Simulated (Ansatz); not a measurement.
## Na on the Cu site in chalcopyrite CuGaSe2

Method: PBE, PAW (plane waves to 420 eV; Ansatz, a program for electronic structure). Cell and caveats: 64-site cell; 2×2×2 shifted k-points; start: the Cu site; no Hubbard U; the functional closes the host's gap; not converged in cell size.

Neighbours after relaxation, in Å: of the Na atom: Se 2.69, Se 2.69, Se 2.69, Se 2.69.

```tsv
charge	moment (μB)	largest move off a lattice site (Å)
0	not spin-polarised	0.26
```

All states together cost about 70 core-minutes (a rough figure).
